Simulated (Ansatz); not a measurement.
Take MgO in the rock salt structure (space group Fm-3m, No. 225; a = 4.254 Å) as the base.

The change: hydrostatic tension (pressure −1 GPa).

Levels (all Ansatz, a program for electronic structure, PAW): PBE (420 eV, no spin-orbit coupling); r2SCAN (500 eV, no spin-orbit coupling); HSE06 (420 eV, no spin-orbit coupling); PBE+SOC (420 eV, spin-orbit coupling included).

One geometry, relaxed with PBE, under each level:

Notes on the quantities. hole mass: degenerate bands, along [100].

The valence-band top lists the three highest levels at Γ (Kramers pairs under SOC), from the VBM.

```csv
level,band gap,lowest conduction level above the VBM at special points,valence-band top at Γ,electron mass,hole mass,pressure
PBE,4.40 eV,Γ 4.40 eV; L 7.69 eV; X 9.10 eV; K 9.93 eV,"0.00, 0.00, 0.00 eV",0.33 mₑ (at Γ),"0.38, 2.2, 2.2 mₑ (at Γ)",-10.0 kbar
r2SCAN,…,…,–,…,…,…
HSE06,6.10 eV,Γ 6.10 eV; L 9.45 eV; X 10.80 eV,–,–,–,–
PBE+SOC,4.38 eV,Γ 4.38 eV; L 7.68 eV; X 9.08 eV; K 9.91 eV,"0.00, 0.00, -0.04 eV",0.33 mₑ (at Γ),"0.53, 2.2 mₑ (at Γ)",-10.0 kbar
```

Question: Give the withheld r2SCAN results.

Answer: 
- r2SCAN, band gap: 5.27 eV
- r2SCAN, lowest conduction level above the VBM at special points: Γ 5.27 eV; L 8.59 eV; X 9.99 eV; K 10.88 eV
- r2SCAN, electron mass: 0.35 mₑ (at Γ)
- r2SCAN, hole mass: 0.41, 2.1, 2.1 mₑ (at Γ)
- r2SCAN, pressure: -64.0 kbar

Single points use the geometry relaxed with PBE. Their cutoffs differ, which shifts pressures a little. Differences between runs with and without spin-orbit coupling are approximate. Load acts through the strain it causes; cell and atoms are relaxed under it. Masses are band curvatures over ±0.01 Å⁻¹ around the edge. Stability against distortions was not tested.
